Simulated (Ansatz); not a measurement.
Input and output of a self-consistent single point for LuCd (P4mm, 2 atoms in the cell) (Ansatz, a first-principles code)

Method of the run: PBEsol, default PAW files made with PBE (plane waves; Ansatz).

Input:

Ansatz 0.2 input:
```yaml
crystal:
  lattice:
    - [3.622785, 0.000000, 0.000000]
    - [0.000000, 3.622785, 0.000000]
    - [0.000000, 0.000000, 3.622785]
  atoms:
    - { symbol: Lu, position: [0.500000, 0.500000, 0.513802] }
    - { symbol: Cd, position: [0.000000, 0.000000, 0.000000] }
basis:
  ecutwfc: 420.0
kpoints:
  mp_grid: { grid: [9, 9, 9] }
hamiltonian:
  xc: pbesol
  pseudopotentials: { kind: paw }
scf:
  occupations: { method: fermi_dirac, width: 0.1 }
output:
  forces: true
  eigenvalues: true
  stress: true
```

Output, abridged:

```
WARN ansatz: RAYON_NUM_THREADS=1 ignored (pool sized by the plan → 1); use --threads N
Pseudopotentials: kind: paw
Pseudopotential: Lu, paw, valence charge 25
Pseudopotential: Cd, paw, valence charge 20
Crystal: 2 atoms, lattice volume = 47.547 Å³
Basis set: ecut = 420 eV, 925 PW (Γ), exchange–correlation on 50×50×50 points (8 copies of the dense FFT grid, shifted against one another)
Bands: 27, of which v1, the nominal top of the filled ones, is band 23 counted from 1 (22 counted from 0)
Symmetry: 8 space group operations
Space group: P4mm (ITA 99), of the structure as read, at distance tolerance 3.6e-5 Å
k-points: 75 of 729 (time reversal used)
PAW frozen core: Lu, regenerated for the run's functional, and the local potential with it
PAW frozen core: Cd, regenerated for the run's functional, and the local potential with it
Initial density: superposition of atomic densities (neutral atoms: chi_scale 0, normalization atom), corrected by the library's trained network
Initial wavefunctions: pseudopotential atomic-orbital guess
Eigensolver: davidson
Functional: x = pbesol(κ = 0.804, μ = 0.12345679012345678), c = pbesol(β = 0.046)
SCF iter   1: F=—  HF=-22796.176215 eV  |F-HF|=—  |Δ(HF+E_count)|=         —  Δρ=4.46e-3  dr2=7.93e-3  ethr=1.77e-3  ⟨swp⟩=5.0  Hψ=10058  notcnv=0
all-band conjugate gradients solve this SCF's bands
preconditioner: auto → Kerker (q_TF=auto, 2.703 Å⁻¹)
SCF iter   2: F=—  HF=-22796.172393 eV  |F-HF|=—  |Δ(HF+E_count)|=   3.82e-3  Δρ=1.43e-3  dr2=8.31e-4  ethr=1.76e-5  ⟨swp⟩=2.5  Hψ=4587  notcnv=0
SCF iter   3: F=—  HF=-22796.172295 eV  |F-HF|=—  |Δ(HF+E_count)|=   9.86e-5  Δρ=5.86e-4  dr2=6.98e-5  ethr=1.85e-6  ⟨swp⟩=2.4  Hψ=3901  notcnv=0
SCF iter   4: F=—  HF=-22796.172253 eV  |F-HF|=—  |Δ(HF+E_count)|=   4.20e-5  Δρ=3.81e-4  dr2=2.76e-5  ethr=1.55e-7  ⟨swp⟩=3.0  Hψ=4734  notcnv=0
SCF iter   5: F=—  HF=-22796.172263 eV  |F-HF|=—  |Δ(HF+E_count)|=   1.04e-5  Δρ=1.18e-4  dr2=5.04e-6  ethr=6.12e-8  ⟨swp⟩=2.0  Hψ=3508  notcnv=0
SCF iter   6: F=—  HF=-22796.172263 eV  |F-HF|=—  |Δ(HF+E_count)|=   3.87e-7  Δρ=2.92e-5  dr2=2.38e-7  ethr=1.12e-8  ⟨swp⟩=2.0  Hψ=3641  notcnv=0
SCF iter   7: F=-22796.172263 eV  HF=-22796.172263 eV  |F-HF|=1.68e-8  |Δ(HF+E_count)|=   3.55e-8  Δρ=6.22e-6  dr2=2.17e-8  ethr=2.22e-10  ⟨swp⟩=8.4  Hψ=12457  notcnv=0
SCF 1 converged in 7 iterations: F = -22796.172263 eV  dr2 = 2.17e-8
SCF converged after 7 iterations
Free energy (F): -22796.172263 eV
Harris-Foulkes:  -22796.172263 eV  (|F-HF|=1.68e-8)
Internal energy: -22796.122717 eV  (E = F + TS)
E sigma→0 (E₀):  -22796.147490 eV
Entropy (-TS):   -0.049546 eV (-24.773 meV/atom)
Fermi energy:    15.116809 eV
--- Per-component energies (eV) ---
  E_band       = -358.622462
  E_kinetic    = 923.182244
  E_local      = -9377.272341  (includes V_loc(G=0)·N_el)
  E_nonlocal   = 615.834663
  E_hartree    = 4072.379275
  E_xc         = -392.908022
  E_vxc        = -479.833381  (∫ρ·V_xc dr)
  E_paw        = -11266.184060  (= ΣΔE_a)
  E_vpaw       = -185.303338  (= ΣTr[D̂ρ^β])
  E_aug_tail   = 0.000034  (compensation charges beyond the density's cutoff)
  E_ewald      = -7372.688639
  E_core_change = 1.534127  (= ΣΔE_core)
  E_smearing   = -0.049546  (= −TS)
  E_closure    = 0.000000  (closes the sum)
  Σ components = -22796.172263   (vs F -22796.172263, Δ=0.00e0)
--- Forces (eV/Å), atoms counted from 1 ---
  atom   1  Lu     0.00000000     0.00000000    -0.16315633
  atom   2  Cd    -0.00000000     0.00000000     0.16317606
  max |Σ_I F_I| component: 1.97e-5 eV/Å
--- Stress (GPa, compression-positive) ---
       -0.798111       0.000000      -0.000000
        0.000000      -0.798111       0.000000
       -0.000000       0.000000      -0.836546
  P = ⅓ Tr σ = -0.8109 GPa (-8.109 kbar)
  The stress holds the Pulay correction. Without it, at fixed plane waves, as pw.x and ABINIT print it: P = -0.8579 GPa
--- Band table (eV; the first three rows and the last of 75) ---
  k-point 0: bands = ["-87.4996", "-48.5635", "-48.5635", "-48.5631", "-41.4930", "-12.0953", "-12.0953", "-12.0950", "6.2360", "6.2375", "6.5931", "6.5946", "6.5946", "7.3751", "9.7502", "9.7502", "9.7502", "9.7567", "9.7567", "9.7568", "9.7714", [...]
  k-point 1: bands = ["-87.4996", "-48.5635", "-48.5635", "-48.5634", "-41.4923", "-12.1159", "-12.0938", "-12.0938", "6.2453", "6.2782", "6.5837", "6.5837", "6.5959", "7.5608", "9.7508", "9.7522", "9.7523", "9.7523", "9.7599", "9.7599", "9.7730", [...]
  k-point 2: bands = ["-87.4996", "-48.5641", "-48.5634", "-48.5634", "-41.4908", "-12.1683", "-12.0899", "-12.0899", "6.2691", "6.3790", "6.5566", "6.5566", "6.6031", "8.1095", "9.7415", "9.7524", "9.7574", "9.7574", "9.7685", "9.7685", "9.7772", [...]
  k-point 74: bands = ["-87.4994", "-48.5654", "-48.5654", "-48.5651", "-41.4783", "-12.2259", "-12.2258", "-12.2255", "6.3486", "6.3667", "6.3672", "6.8481", "6.8485", "9.7136", "9.7480", "9.7485", "9.7486", "9.7748", "9.7748", "9.7761", "12.8893", [...]
```

The run converged in 7 iterations.

The starting cell comes from a database of computed structures (which also holds hypothetical and non-ambient phases and stackings), without a prior relaxation at this level. Its lattice was rescaled by up to half a per cent. One atom was moved a little off its site on purpose. Spin-orbit coupling is off. Ansatz's pressure includes its estimate of the finite-basis (Pulay) stress.
